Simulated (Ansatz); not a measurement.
# A computed series for Sr3SnO: pressure series

The parent structure is Sr$_{3}$SnO in the anti-perovskite structure (space group Pm-3m, No. 221; a = 5.092 Å).

Cell and atoms are relaxed at each pressure.

Computed with Ansatz (a first-principles code), PBEsol, PAW, cutoff 420 eV, no spin-orbit coupling.

Notes on the quantities. enthalpy: H = E + PV relative to the base's energy.

| case | enthalpy | lattice parameter a |
|---|---|---|
| base | – | 9.622 bohr |
| pressure −2 GPa | -0.34 eV/atom | ___ |
| pressure −1 GPa | -0.17 eV/atom | ___ |
| pressure 0.3 GPa | +0.05 eV/atom | 9.603 bohr |
| pressure 0.7 GPa | +0.11 eV/atom | 9.579 bohr |
| pressure 1.5 GPa | +0.24 eV/atom | ___ |
| pressure 3 GPa | +0.48 eV/atom | ___ |
| pressure 5 GPa | +0.79 eV/atom | 9.353 bohr |
| pressure 7.5 GPa | +1.16 eV/atom | 9.249 bohr |
| pressure 10 GPa | +1.52 eV/atom | 9.158 bohr |

Task: Fill in the withheld entries from the trend.

Result: 
- pressure −2 GPa, lattice parameter a: 9.768 bohr
- pressure −1 GPa, lattice parameter a: 9.691 bohr
- pressure 1.5 GPa, lattice parameter a: 9.530 bohr
- pressure 3 GPa, lattice parameter a: 9.449 bohr

Load acts through the strain it causes; cell and atoms are relaxed under it. Whether these cells are dynamically stable was not tested. Competing high-pressure phases were not computed. The final runs are not spin-polarised.
